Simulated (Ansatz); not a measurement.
Output of an Ansatz run (abridged):

```
WARN ansatz: RAYON_NUM_THREADS=1 ignored (pool sized by the plan → 1); use --threads N
Pseudopotentials: kind: paw
Pseudopotential: Nb, paw, valence charge 13
Pseudopotential: Ru, paw, valence charge 16
Crystal: 2 atoms, lattice volume = 32.415 Å³
Basis set: ecut = 420.4159175005146 eV, 643 PW (Γ)
Bands: 19, of which v1, the nominal top of the filled ones, is band 15 counted from 1 (14 counted from 0)
Symmetry: 8 space group operations
Space group: P4mm (ITA 99), of the structure as read, at distance tolerance 3.2e-5 Å
k-points: 126 of 1210 (time reversal used)
PAW frozen core: Nb, regenerated for the run's functional, and the local potential with it
PAW frozen core: Ru, regenerated for the run's functional, and the local potential with it
Initial density: superposition of atomic densities (neutral atoms: chi_scale 0, normalization atom), corrected by the library's trained network
Initial wavefunctions: pseudopotential atomic-orbital guess
Eigensolver: davidson
Functional: x = slater, c = lda
SCF iter   1: F=—  HF=-10201.147855 eV  |F-HF|=—  |Δ(HF+E_count)|=         —  Δρ=6.89e-3  dr2=3.76e-3  ethr=1.77e-3  ⟨swp⟩=5.0  Hψ=9737  notcnv=0
all-band conjugate gradients solve this SCF's bands
preconditioner: auto → none
SCF iter   2: F=—  HF=-10201.148492 eV  |F-HF|=—  |Δ(HF+E_count)|=   6.37e-4  Δρ=3.80e-3  dr2=1.28e-3  ethr=1.30e-5  ⟨swp⟩=2.0  Hψ=5058  notcnv=0
SCF iter   3: F=—  HF=-10201.148260 eV  |F-HF|=—  |Δ(HF+E_count)|=   2.32e-4  Δρ=3.35e-4  dr2=4.27e-5  ethr=4.40e-6  ⟨swp⟩=2.7  Hψ=4157  notcnv=0
SCF iter   4: F=—  HF=-10201.148256 eV  |F-HF|=—  |Δ(HF+E_count)|=   4.43e-6  Δρ=1.89e-4  dr2=1.65e-5  ethr=1.47e-7  ⟨swp⟩=2.6  Hψ=4468  notcnv=0
SCF iter   5: F=—  HF=-10201.148251 eV  |F-HF|=—  |Δ(HF+E_count)|=   4.21e-6  Δρ=3.26e-5  dr2=3.38e-7  ethr=5.68e-8  ⟨swp⟩=2.0  Hψ=3231  notcnv=0
SCF iter   6: F=-10201.148251 eV  HF=-10201.148251 eV  |F-HF|=1.84e-8  |Δ(HF+E_count)|=   6.57e-8  Δρ=1.09e-5  dr2=3.04e-8  ethr=3.45e-10  ⟨swp⟩=4.9  Hψ=10354  notcnv=0
SCF 1 converged in 6 iterations: F = -10201.148251 eV  dr2 = 3.04e-8
SCF converged after 6 iterations
Free energy (F): -10201.148251 eV
Harris-Foulkes:  -10201.148251 eV  (|F-HF|=1.84e-8)
Internal energy: -10201.067255 eV  (E = F + TS)
E sigma→0 (E₀):  -10201.107753 eV
Entropy (-TS):   -0.080996 eV (-40.498 meV/atom)
Fermi energy:    19.837024 eV
--- Per-component energies (eV) ---
  E_band       = -162.322172
  E_kinetic    = 907.966737
  E_local      = -2119.083223  (includes V_loc(G=0)·N_el)
  E_nonlocal   = 471.957892
  E_hartree    = 681.668482
  E_xc         = -363.336396
  E_vxc        = -450.687639  (∫ρ·V_xc dr)
  E_paw        = -6306.327300  (= ΣΔE_a)
  E_vpaw       = -335.811371  (= ΣTr[D̂ρ^β])
  E_aug_tail   = -0.000217  (compensation charges beyond the density's cutoff)
  E_ewald      = -3474.910609
  E_core_change = 0.997379  (= ΣΔE_core)
  E_smearing   = -0.080996  (= −TS)
  E_closure    = -0.000000  (closes the sum)
  Σ components = -10201.148251   (vs F -10201.148251, Δ=0.00e0)
--- Forces (eV/Å), atoms counted from 1 ---
  atom   1  Nb     0.00000000     0.00000000    -0.08903089
  atom   2  Ru    -0.00000000     0.00000000     0.08916512
  max |Σ_I F_I| component: 1.34e-4 eV/Å
--- Stress (GPa, compression-positive) ---
      -14.862570       0.000000      -0.000000
        0.000000     -14.862570       0.000000
       -0.000000       0.000000     -14.811616
  P = ⅓ Tr σ = -14.8456 GPa (-148.456 kbar)
  The stress holds the Pulay correction. Without it, at fixed plane waves, as pw.x and ABINIT print it: P = -14.8653 GPa
--- Band table (eV; the first three rows and the last of 126) ---
  k-point 0: bands = ["-52.7802", "-35.3792", "-22.8368", "-22.7759", "-22.7759", "-11.3992", "-11.2345", "-11.2345", "12.5780", "14.4199", "14.6288", "17.6701", "17.6701", "18.5537", "20.1130", "21.3866", "23.3635", "23.5330", "23.5330"]
  k-point 1: bands = ["-52.7800", "-35.3787", "-22.8390", "-22.7752", "-22.7752", "-11.4193", "-11.2353", "-11.2353", "12.7583", "14.5476", "14.7163", "17.7044", "17.7044", "18.6038", "19.9130", "21.3592", "23.1354", "23.1354", "23.2645"]
  k-point 2: bands = ["-52.7793", "-35.3775", "-22.8446", "-22.7734", "-22.7734", "-11.4715", "-11.2372", "-11.2372", "13.2750", "14.8961", "14.9737", "17.8101", "17.8101", "18.7440", "19.3765", "21.2353", "22.2766", "22.2766", "22.9990"]
  k-point 125: bands = ["-52.7564", "-35.2781", "-22.9022", "-22.9016", "-22.8435", "-11.6789", "-11.6774", "-11.4954", "16.3968", "16.5961", "16.8608", "17.1116", "17.4116", "17.4465", "19.5672", "20.3236", "22.7438", "23.7345", "27.3169"]
```

The structure:

```
CELL_PARAMETERS angstrom
      3.06874     0.00000     0.00000
      0.00000     3.06874     0.00000
      0.00000     0.00000     3.44215
ATOMIC_POSITIONS crystal
  Nb 0.00000 0.00000 0.01453
  Ru 0.50000 0.50000 0.50000
```

Task: Write an input that gives this output.

Result: Other spellings and defaults could give the same log, and not every line can be read from it. The input that was run (DFT, LDA (PW92), plane waves, default PAW files made with PBE):

Ansatz 0.2 input:
```yaml
crystal:
  lattice:
    - [3.068737, 0.000000, 0.000000]
    - [0.000000, 3.068737, 0.000000]
    - [0.000000, 0.000000, 3.442145]
  atoms:
    - { symbol: Nb, position: [0.000000, 0.000000, 0.014526] }
    - { symbol: Ru, position: [0.500000, 0.500000, 0.500000] }
basis:
  ecutwfc: 30.9 Ry
kpoints:
  mp_grid: { grid: [11, 11, 10] }
hamiltonian:
  xc: lda
  pseudopotentials: { kind: paw }
scf:
  occupations: { method: fermi_dirac, width: 0.0073 Ry }
output:
  forces: true
  eigenvalues: true
  stress: true
```

The starting cell comes from a database of computed structures (which also holds hypothetical and non-ambient phases and stackings), without a prior relaxation at this level. Its lattice was rescaled by up to half a per cent. One atom was moved a little off its site on purpose. Spin polarisation is off. With a pressure of about -15 GPa the cell is away from its equilibrium volume at this level. Ansatz's pressure includes its estimate of the finite-basis (Pulay) stress.

Ansatz is an electronic-structure program.
